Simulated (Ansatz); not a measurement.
Start from NaF in the rock salt structure (space group Fm-3m, No. 225; a = 4.6291 Å). Axes: x, y, z lie along the cube axes.

All numbers come from PBEsol (Ansatz, a first-principles code), no SOC.

Strains are applied to the cell and any free atomic positions relax; under biaxial strain the out-of-plane vector relaxes too.

One change was made to it. Results:

```json
[
 {"quantity": "energy relative to the base (free energy F)", "base": "0 meV/atom", "after": "+1.1 meV/atom"},
 {"quantity": "shortest interatomic distance", "base": "2.315 Å", "after": "2.327 Å"}
]
```

### Question
What was done to the base?
(A) biaxial strain +2.50 %, plane normal [111], relaxed out of plane
(B) biaxial strain −1.67 %, plane normal [111], relaxed out of plane
(C) biaxial strain +2.08 %, plane normal [111], relaxed out of plane
(D) biaxial strain +1.25 %, plane normal [111], relaxed out of plane

### Answer
D, biaxial strain +1.25 %, plane normal [111], relaxed out of plane. For comparison, the shortest interatomic distance in the other runs: biaxial strain +2.08 %, plane normal [111], relaxed out of plane gives 2.335 Å; biaxial strain −1.67 %, plane normal [111], relaxed out of plane gives 2.298 Å; biaxial strain +2.50 %, plane normal [111], relaxed out of plane gives 2.340 Å.

Whether these cells are dynamically stable was not tested.
